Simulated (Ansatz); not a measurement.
YN, carrier doping

The parent structure is YN in the rock salt structure (space group Fm-3m, No. 225; a = 4.906 Å).

Carriers are added at fixed cell with a uniform background; the Fermi–Dirac width is that of 300 K.

Level of theory: DFT with PBE, PAW potentials and a 420 eV plane-wave cutoff in Ansatz (a program for electronic structure), spin-orbit coupling left out.

Notes on the quantities. Fermi level from band edge: Fermi level relative to the doped band's edge (positive inside the band; to 0.05 eV).

| hole density (10^21 cm⁻³) | Fermi level from band edge (eV) |
|---|---|
| 0.7 | 0.20 |
| 3 | 0.45 |
| 7 | ? |
| 20 | 0.75 |

### Question
Fit E_F = C n^s, fitted as a line in log–log form (a parabolic band gives s = 2/3) to the rows shown and predict the withheld row.

### Answer
Least squares on the printed values gives C = 0.25 eV, s = 0.39 (largest residual 0.07 eV); this predicts 0.53 eV, and the run gives 0.55 eV, in agreement.

Charged cell with a jellium background: band edges are those of the host's band count, energies are not comparable with the neutral cell, and many-body gap narrowing is missing. Stability against distortions was not tested. The base started in P3_121 and relaxed to Fm-3m at this level.
